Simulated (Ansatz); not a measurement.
## By hand: reaction energy

Consider the reaction energy. Reaction: 1/4 Si (diamond) + 1/6 MoF6 (gas) → 1/6 Mo (bcc) + 1/4 SiF4 (gas). The sign is products less reactants.

Ansatz (a program for electronic structure) with PAW potentials; structures come from PBE relaxations, nuclei static, no net charge. Ansatz runs with its PAW set soft_1. Other levels take these structures. The lattices are those relaxed with PBE, so at other levels the solids can be strained, which adds to the spread. A dispersion term (D3(BJ), or D4 for r2SCAN) was computed beside these levels and is taken off wherever the name lacks it. The d electrons get no Hubbard U.

Total energies of the cells in eV, at zero smearing width. They compare only within one column; the weights balance every element.

```json
[
 {"cell": "Mo (bcc)", "atoms": "1", "weight": "+4/3", "PBE": "-4956.05664", "LDA": "-4842.85759"},
 {"cell": "Si (diamond)", "atoms": "2", "weight": "−1", "PBE": "-1271.62301", "LDA": "-1217.28378"},
 {"cell": "SiF4 (gas)", "atoms": "5", "weight": "+2", "PBE": "-3873.85580", "LDA": "-3787.72562"},
 {"cell": "MoF6 (gas)", "atoms": "7", "weight": "−4/3", "PBE": "-9807.30079", "LDA": "-9605.48378"}
]
```

PBE: 4/3 × (-4956.05664) − (-1271.62301) + 2 × (-3873.85580) − 4/3 × (-9807.30079) = -7.763 eV; dividing by 8 gives -0.97 eV.

LDA: 4/3 × (-4842.85759) − (-1217.28378) + 2 × (-3787.72562) − 4/3 × (-9605.48378) = -7.999 eV; dividing by 8 gives -1.00 eV.

What follows from the PBE value: Per mole of the reaction as written, -0.970 eV × 96.485 = -93.6 kJ.
